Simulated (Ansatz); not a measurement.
We consider CsCl-type CuZn, described by PBE-D4 in Ansatz (plane waves, PAW).

Run with plane-wave cutoff 520 eV, 18×18×18 k mesh, Fermi–Dirac smearing 0.05 eV, no spin polarisation, scalar-relativistic PAW data made under PBE.

Equation-of-state points:

| V (Å³/atom) | E − E_lowest (meV/atom) | P (GPa) |
|---|---|---|
| 11.717 | 20.74 | 9.47 |
| 11.966 | 8.83 | 5.92 |
| 12.216 | 2.11 | 2.78 |
| 12.465 | 0.00 | -0.01 |
| 12.714 | 1.98 | -2.48 |
| 12.964 | 7.59 | -4.68 |
| 13.213 | 16.41 | -6.62 |

Estimate the bulk modulus from the pressures at 12.216 and 12.714 Å³/atom, and compare it with a fit to all energies.

B = −V dP/dV. Between V = 12.216 and 12.714 Å³/atom, dP/dV = (-2.48 − (2.78))/(12.714 − 12.216) = -10.6 GPa per Å³/atom; at the midpoint 12.465 Å³/atom this gives B ≈ 132 GPa. The third-order Birch–Murnaghan fit gives V0 = 12.464 Å³/atom, B0 = 131 GPa, B′ = 5.0, which lies within 1 % of that estimate.

Measured, for comparison: bulk modulus 116 GPa (temperature not stated, not corrected to a static lattice; as tabulated in Nepal et al. (2020), arXiv:2007.11150); equilibrium volume per atom 12.93 Å³/atom (temperature not stated, not corrected to a static lattice; as tabulated in First-Principles Study on the Electrical and Thermal Conductivities of Cu–Zn …). Computed (rounded) less measured: bulk modulus +13 %, equilibrium volume per atom -3.6 %.

Ansatz is a quantum-chemistry and plane-wave program.
